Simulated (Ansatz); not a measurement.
The reference is RbBiO3 in the cubic perovskite structure (space group Pm-3m, No. 221; a = 4.249 Å; a model cell, its experimental status unchecked). Axes: x, y, z lie along the cube axes.

Calculations: PBEsol/PAW in Ansatz (a quantum-chemistry and plane-wave program), no spin-orbit coupling.

For the base:

| Item | Result |
|---|---|
| Pressure | 0.0 GPa |
| Band gap | zero |

Perturbation: uniaxial strain ε_xx = +0.21 %, all other strain components held at zero, atoms relaxed at fixed cell.

Question: Estimate the effect on the pressure, energy relative to the base and band gap.

Answer: The pressure (mean of the normal stresses, compression positive) goes from zero to -0.2 GPa; the energy hardly moves; the band gap remains zero.

Without a gap, meshes like the base's 11×11×11 leave anisotropic stresses uncertain by several tenths of a GPa, and small strain energies with them. No phonon test of stability was made. All final runs are without spin polarisation. Many cubic perovskites are stable only at high temperature; tilts and polar distortions were not tested.
